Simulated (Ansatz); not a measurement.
The parent structure is Co$_{2}$N (space group Pnnm, No. 58; a = 4.224 Å, b = 4.483 Å, c = 2.793 Å; non-magnetic). Axes: x, y, z lie along a, b, c of the conventional cell.

Method: plane-wave PAW DFT at the PBEsol level (Ansatz, a first-principles code, 420 eV), no spin-orbit coupling.

Before the change:

The pressure is 0.0 GPa and the shortest interatomic distance is 1.848 Å.

It is then changed as follows: uniaxial strain ε_yy = −2.41 %, all other strain components held at zero, atoms relaxed at fixed cell.

**Question.** Predict the new largest internal atomic displacement.

**Answer.** The largest internal atomic displacement is 0.014 Å.

**Question.** Estimate the effect on the energy relative to the base.

**Answer.** The energy rises by 6.9 meV/atom.

**Question.** How does this affect the pressure?

**Answer.** The pressure (mean of the normal stresses, compression positive) goes from zero to 7.7 GPa.

**Question.** How does this affect the shortest interatomic distance?

**Answer.** The shortest interatomic distance shrinks by 0.023 Å, from 1.848 Å to 1.825 Å.

Without a gap, meshes like the base's 11×11×17 leave anisotropic stresses uncertain by several tenths of a GPa, and small strain energies with them. Stability against distortions was not tested. Seeded moments were not kept for the base. The final runs are not spin-polarised.
